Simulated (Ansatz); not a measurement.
Effect of biaxial strain −3.06 %, plane normal [001], relaxed out of plane on hypothetical CsCl type BiSb

The parent structure is BiSb in the CsCl type structure (space group Pm-3m, No. 221; a = 3.8944 Å; a hypothetical phase, not in the database extracts checked; relaxed with 0.1 eV smearing). Axes: x, y, z lie along the cube axes.

One thing is altered: biaxial strain −3.06 %, plane normal [001], relaxed out of plane (Cartesian); in-plane vectors clamped, the third vector and the atoms free.

The values are results of PBE/PAW in Ansatz (a first-principles code), no SOC, not measurements. Γ-centred 15×15×15 mesh, Fermi–Dirac width 0.1 eV.

Volume per atom: 28.99 Å³ (base 29.53 Å³)
Space group: P4/mmm (No. 123) (base Pm-3m (No. 221))
Shortest interatomic distance: 3.356 Å (base 3.373 Å)
Energy relative to the base (free energy F): +9.2 meV/atom
Pressure (mean of the normal stresses, compression positive): 1.1 GPa (base 0.0 GPa)
Band gap: zero (base zero)
Out-of-plane strain: +4.44 %
Ratio −ε⊥/ε∥: 1.45
Mean in-plane stress (compression positive): +1.7 GPa

No phonon test of stability was made. All final runs are without spin polarisation.
